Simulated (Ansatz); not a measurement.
A self-consistent single point of Al2LaZn2 (I4/mmm, 5 atoms in the cell) with Ansatz (an electronic-structure program).

Level of theory: r2SCAN, default PAW files made with PBE (plane waves; Ansatz).

```yaml
crystal:
  lattice:
    - [-2.14600, 2.14600, 5.50750]
    - [2.14600, -2.14600, 5.50750]
    - [2.14600, 2.14600, -5.50750]
  atoms:
    - { symbol: Al, position: [0.75000, 0.25000, 0.50000] }
    - { symbol: Al, position: [0.25000, 0.75000, 0.50000] }
    - { symbol: La, position: [0.00000, 0.00000, 0.00000] }
    - { symbol: Zn, position: [0.37800, 0.37800, 0.00000] }
    - { symbol: Zn, position: [0.62200, 0.62200, 0.00000] }
```

Reference input (self-consistent single point, DFT, r2SCAN, plane waves, default PAW files made with PBE): basis.ecutwfc = 36.7 Ry; kpoints.mp_grid.grid = 9 9 9; hamiltonian.xc = r2scan; hamiltonian.pseudopotentials = {kind: paw} (the program's default PAW files); scf.occupations.method = fermi_dirac; scf.occupations.width = 0.0073 Ry. This run's input differs from it in these lines:

Ansatz 0.2 input:
```diff
@@ -13,3 +13,3 @@
 basis:
-  ecutwfc: 36.7 Ry
+  ecutwfc: 29.4 Ry
 kpoints:
```

The program printed (abridged):

```
SCF iter   1: F=—  HF=-13999.278012 eV  |F-HF|=—  |Δ(HF+E_count)|=         —  Δρ=1.35e-2  dr2=1.79e-1  dr2_τ=1.32e-2  ethr=1.77e-3  ⟨swp⟩=6.6  Hψ=9942  notcnv=0
all-band conjugate gradients solve this SCF's bands
preconditioner: auto → Kerker (q_TF=auto, 2.346 Å⁻¹)
SCF iter   2: F=—  HF=-13999.314163 eV  |F-HF|=—  |Δ(HF+E_count)|=   3.62e-2  Δρ=4.35e-3  dr2=3.07e-2  dr2_τ=7.40e-4  ethr=4.37e-4  ⟨swp⟩=2.7  Hψ=4347  notcnv=0
   [... lines left out ...]
SCF iter   6: F=—  HF=-13999.300005 eV  |F-HF|=—  |Δ(HF+E_count)|=   2.17e-5  Δρ=6.17e-5  dr2=7.09e-6  dr2_τ=2.37e-8  ethr=5.53e-7  ⟨swp⟩=2.0  Hψ=3788  notcnv=0
SCF iter   7: F=—  HF=-13999.300006 eV  |F-HF|=—  |Δ(HF+E_count)|=   1.61e-6  Δρ=1.11e-5  dr2=1.13e-7  dr2_τ=3.89e-9  ethr=1.73e-8  ⟨swp⟩=2.0  Hψ=3526  notcnv=0
SCF iter   8: F=-13999.300006 eV  HF=-13999.300006 eV  |F-HF|=2.28e-8  |Δ(HF+E_count)|=   2.45e-7  Δρ=3.95e-6  dr2=1.30e-8  dr2_τ=7.91e-11  ethr=2.44e-10  ⟨swp⟩=7.5  Hψ=9412  notcnv=0
SCF 1 converged in 8 iterations: F = -13999.300006 eV  dr2 = 1.30e-8
Free energy (F): -13999.300006 eV
Internal energy: -13999.251516 eV  (E = F + TS)
E sigma→0 (E₀):  -13999.275761 eV
Entropy (-TS):   -0.048490 eV (-9.698 meV/atom)
Fermi energy:    9.579831 eV
--- Forces (eV/Å), atoms counted from 1 ---
  atom   1  Al    -0.00000000    -0.00000000     0.00000000
  atom   2  Al    -0.00000000     0.00000000     0.00000000
  atom   3  La     0.00000000     0.00000000    -0.00000000
  atom   4  Zn     0.00000000     0.00000000     0.73366759
  atom   5  Zn    -0.00000000     0.00000000    -0.73366759
--- Stress (GPa, compression-positive) ---
       -1.159206       0.000000       0.000000
        0.000000      -1.159206       0.000000
       -0.000000       0.000000      -2.358431
  P = ⅓ Tr σ = -1.5589 GPa (-15.589 kbar)
  The stress holds the Pulay correction. Without it, at fixed plane waves, as pw.x and ABINIT print it: P = -1.6535 GPa
```

The run converged in 8 iterations. Against the reference run the free energy rises by 2.2 meV/atom, the pressure hardly changes (-1.57 to -1.56 GPa) and the largest force stays at 0.734 eV/Å.

The starting cell comes from a database of published, mostly measured structures (it also holds non-ambient and calculated ones), without a prior relaxation at this level. Ansatz's pressure includes its estimate of the finite-basis (Pulay) stress. The cutoff lies below the one recommended for these files.
